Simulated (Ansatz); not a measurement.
The reference is CsSnI$_{3}$ in the cubic perovskite structure (space group Pm-3m, No. 221; a = 6.225 Å).

Levels (all Ansatz, a program for electronic structure, PAW, earlier PAW set): r2SCAN (500 eV, no spin-orbit coupling); HSE06 (420 eV, spin-orbit coupling left out).

The geometry is relaxed with r2SCAN.

* **r2SCAN band gap**: 0.46 eV

### Question
How does going to HSE06 change the band gap?

### Answer
The band gap grows by 0.23 eV (0.46 eV → 0.69 eV).

Single points use the geometry relaxed with r2SCAN. The hybrid gap comes from the SCF mesh plus the semilocal run's edge points and a few special points and is an upper bound. With I present, leaving out spin-orbit coupling can change the band edges. No phonon test of stability was made. Many cubic perovskites are stable only at high temperature; tilts and polar distortions were not tested.
